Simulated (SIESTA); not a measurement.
Worked example: self-consistent single point of Te (C2, 3 atoms in the cell) in SIESTA.

Method: SIESTA with LDA PW92, numerical atomic orbitals DZP, PseudoDojo LDA standard norm-conserving potentials (rewritten from UPF to PSML).

The change in words: lattice scaled by 0.98; kgrid.MonkhorstPack: 7 7 4 → 8 8 5. Reference geometry:
```
CELL_PARAMETERS angstrom
      2.21885    -3.84316     0.00000
      2.21885     3.84316     0.00000
      0.00000     0.00000     5.90035
ATOMIC_POSITIONS crystal
  Te 0.00000 0.26300 0.66667
  Te 0.74827 0.74827 0.00000
  Te 0.26300 0.00000 0.33333
```

Reference input (self-consistent single point, DFT, LDA PW92, numerical atomic orbitals DZP, PseudoDojo LDA standard norm-conserving potentials (rewritten from UPF to PSML)): XC.functional = LDA; XC.authors = PW92; potentials = PseudoDojo LDA standard; PAO.BasisSize = DZP; PAO.EnergyShift = 0.01 Ry; MeshCutoff = 350 Ry; kgrid.MonkhorstPack = 7 7 4; OccupationFunction = FD; ElectronicTemperature = 232.09 K; MaxSCFIterations = 150; SCF.Mixer.Method = Pulay; SCF.Mixer.Weight = 0.2. This run's input differs from it in these lines:

```diff
@@ -11,5 +11,5 @@
 %block LatticeVectors
-     2.218850000   -3.843161000    0.000000000
-     2.218850000    3.843161000    0.000000000
-     0.000000000    0.000000000    5.900350000
+     2.174473000   -3.766298000    0.000000000
+     2.174473000    3.766298000    0.000000000
+     0.000000000    0.000000000    5.782343000
 %endblock LatticeVectors
@@ -17,5 +17,5 @@
 %block AtomicCoordinatesAndAtomicSpecies
-     0.583557550    1.010751343    3.933568633  1
-     3.320584466    0.000000000    0.000000000  1
-     0.583557550   -1.010751343    1.966781367  1
+     0.571886399    0.990536374    3.854897261  1
+     3.254172777   -0.000000000    0.000000000  1
+     0.571886399   -0.990536374    1.927445739  1
 %endblock AtomicCoordinatesAndAtomicSpecies
@@ -28,5 +28,5 @@
 %block kgrid.MonkhorstPack
-    7   0   0  0.0
-    0   7   0  0.0
-    0   0   4  0.0
+    8   0   0  0.0
+    0   8   0  0.0
+    0   0   5  0.0
 %endblock kgrid.MonkhorstPack
```

Log, with long lists cut:

```
        iscf     Eharris(eV)        E_KS(eV)     FreeEng(eV)     dDmax    Ef(eV) dHmax(eV)
   scf:    1    -8531.670352    -8531.414039    -8531.414039  0.596566 -2.807059  2.871852
   scf:    2    -8531.791105    -8531.609765    -8531.609765  0.039919 -2.910915  2.072464
   scf:    3    -8531.877049    -8531.777472    -8531.777472  0.088628 -3.163442  0.181090
   scf:    4    -8531.785353    -8531.782337    -8531.782337  0.009823 -3.181481  0.024751
   scf:    5    -8531.782425    -8531.782389    -8531.782389  0.002085 -3.174178  0.015847
   scf:    6    -8531.782416    -8531.782405    -8531.782405  0.000660 -3.177672  0.013734
   scf:    7    -8531.782422    -8531.782415    -8531.782415  0.000938 -3.173768  0.000844
   scf:    8    -8531.782415    -8531.782415    -8531.782415  0.000018 -3.174061  0.000322
   scf:    9    -8531.782415    -8531.782415    -8531.782415  0.000010 -3.174262  0.000036
   scf:   10    -8531.782415    -8531.782415    -8531.782415  0.000003 -3.174274  0.000016
SCF Convergence by DM+H criterion
max |DM_out - DM_in|         :     0.0000032366
max |H_out - H_in|      (eV) :     0.0000164781
SCF cycle converged after 10 iterations

Using DM_out to compute the final energy and forces

siesta: E_KS(eV) =            -8531.7824

siesta: E_KS - E_eggbox =     -8531.7824

siesta: Atomic forces (eV/Ang):
     1    0.895230    1.347903   -0.114119
     2   -1.793374   -0.000000    0.000000
     3    0.895230   -1.347903    0.114119
   Tot   -0.002915   -0.000000    0.000000
   Max    1.793374
   Res    0.970612    sqrt( Sum f_i^2 / 3N )
   Max    1.793374    constrained

Stress tensor Voigt[x,y,z,yz,xz,xy] (kbar):      -34.57      -30.73      -90.68        5.81        0.00       -0.00
(Free)E + p*V (eV/cell)    -8528.7089
Target enthalpy (eV/cell)    -8531.7824

   [... lines left out ...]
siesta: FreeEng =     -8531.782415
   [... lines left out ...]
siesta:    -0.021579   -0.000000    0.000000
siesta:    -0.000000   -0.019178    0.003623
siesta:     0.000000    0.003623   -0.056599

siesta: Cell volume =         94.711463 Ang**3

siesta: Pressure (static):
siesta:                Solid            Molecule  Units
siesta:           0.00035344          0.00044381  Ry/Bohr**3
siesta:           0.03245173          0.04074852  eV/Ang**3
siesta:          51.99339802         65.28632157  kBar
```

The run converged in 10 iterations. Against the reference run the free energy rises by 37.6 meV/atom, the pressure goes from 1.07 to 5.20 GPa, the largest force goes from 1.269 to 1.793 eV/Å and the gap on the mesh goes from 0.671 to 0.703 eV.

The starting cell has typed, rounded lattice constants, without a prior relaxation at this level. Its lattice was rescaled by up to half a per cent. One atom was moved a little off its site on purpose. For this run, on top of that: lattice scaled by 0.98. Spin-orbit coupling is off. Values carry the incompleteness of an atom-centred basis. With a pressure of about 5 GPa the cell is away from its equilibrium volume at this level. Forces in this geometry exceed 1 eV/Å. Another mesh or the band path of this cell gives a smaller gap, so this value is not converged in the mesh.
